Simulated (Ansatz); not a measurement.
Band structure of LaS (Fm-3m, 2 atoms in the cell).

```yaml
crystal:
  lattice:
    - [0.00000, 2.94160, 2.94160]
    - [2.94160, 0.00000, 2.94160]
    - [2.94160, 2.94160, 0.00000]
  atoms:
    - { symbol: La, position: [0.00000, 0.00000, 0.00000] }
    - { symbol: S, position: [0.50000, 0.50000, 0.50000] }
```

Method: PBEsol, default PAW files made with PBE (plane waves; Ansatz, a first-principles code).

Settings: kpoints.mp_grid.grid = 7 7 7; hamiltonian.xc = pbesol; hamiltonian.pseudopotentials = {kind: paw} (the program's default PAW files); scf.occupations.method = fermi_dirac; scf.occupations.width = 0.0073 Ry; kpoints.band_path.npoints = 8.

The starting cell comes from a database of computed structures (which also holds hypothetical and non-ambient phases and stackings), without a prior relaxation at this level.

Levels in eV from the Fermi level, bands 5 to 12:
| point | 5 | 6 | 7 | 8 | 9 | 10 | 11 | 12 |
|---|---|---|---|---|---|---|---|---|
| Γ | -13.87 | -3.26 | -3.26 | -3.26 | 0.15 | 0.15 | 0.15 | 1.11 |
| X | -13.75 | -3.71 | -3.32 | -3.32 | -1.90 | 1.60 | 1.61 | 1.73 |
| W | -13.21 | -4.71 | -3.78 | -3.78 | 0.41 | 0.41 | 1.66 | 1.66 |
| K | -13.25 | -4.44 | -4.02 | -3.79 | -0.54 | 1.38 | 1.50 | 1.67 |
| L | -12.39 | -5.76 | -4.72 | -4.72 | 1.04 | 1.42 | 1.42 | 1.76 |
| U | -13.25 | -4.44 | -4.02 | -3.79 | -0.54 | 1.38 | 1.50 | 1.67 |

Bands cross the Fermi level along this path, so the cell is metallic at this level.

Keys are those of Ansatz 0.2.
